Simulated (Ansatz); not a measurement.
Ir, response to strain

Start from Ir in the fcc (Cu type) structure (space group Fm-3m, No. 225; relaxed with 0.1 eV smearing).

```yaml
crystal:
  lattice:
    - [0.00000, 1.91545, 1.91545]
    - [1.91545, 0.00000, 1.91545]
    - [1.91545, 1.91545, 0.00000]
  atoms:
    - { symbol: Ir, position: [0.00000, 0.00000, 0.00000] }
```

Cartesian axes are those of the cell as printed.

Strains are applied to the cell and any free atomic positions relax; under biaxial strain the out-of-plane vector relaxes too; under stress the whole cell relaxes.

Method: PBEsol (Ansatz, a program for electronic structure, PAW, no spin-orbit coupling), earlier PAW set.

Notes on the quantities. energy relative to the base: free energy F.

```tsv
change	energy relative to the base	volume per atom
base	0 meV/atom	14.06 Å³
biaxial strain −0.74 %, plane normal [001], relaxed out of plane	…	…
biaxial strain −3.50 %, plane normal [110], relaxed out of plane	+95 meV/atom	13.43 Å³
isotropic strain +3.37 %	+151 meV/atom	15.52 Å³
uniaxial strain ε_xx = −4.46 %	+62 meV/atom	13.43 Å³
uniaxial strain ε_xx = −2.89 %	+25 meV/atom	13.65 Å³
uniaxial strain ε_zz = +3.14 %	+26 meV/atom	14.50 Å³
uniaxial strain ε_zz = +3.58 %	+33 meV/atom	14.56 Å³
uniaxial stress, 3 GPa tension along x	+0.8 meV/atom	14.09 Å³
tensor shear ε_xz = +0.53 %	+1.4 meV/atom	14.06 Å³
```

Question: Some entries are withheld; estimate them.

Answer: 
- biaxial strain −0.74 %, plane normal [001], relaxed out of plane, energy relative to the base: +3.4 meV/atom
- biaxial strain −0.74 %, plane normal [001], relaxed out of plane, volume per atom: 13.93 Å³

Stability under load was not tested beyond the relaxation. The final runs are not spin-polarised.
